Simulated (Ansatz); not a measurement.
The reference is ZrO2 in the fluorite structure (space group Fm-3m, No. 225; a = 5.089 Å).

Levels (all Ansatz, a first-principles code, PAW): r2SCAN (500 eV, scalar-relativistic without spin-orbit coupling); HSE06 (420 eV, no spin-orbit coupling).

Its gap is 3.89 eV with r2SCAN and 4.98 eV with HSE06.

Modification: a hydrostatic pressure of 30 GPa.

With r2SCAN the gap becomes 4.18 eV.

If the HSE06 correction stayed the same, what would the HSE06 gap be, and what does the HSE06 run give?

A rigid correction of +1.09 eV gives 5.27 eV. The HSE06 run gives 5.28 eV, so the two effects roughly add.

Single points use the geometry relaxed with r2SCAN. The hybrid gap comes from the SCF mesh plus the semilocal run's edge points and a few special points and is an upper bound. Load acts through the strain it causes; cell and atoms are relaxed under it. No phonon test of stability was made. No other phases were tried under pressure. This is not the structure that ZrO2 has at room temperature and ambient pressure.
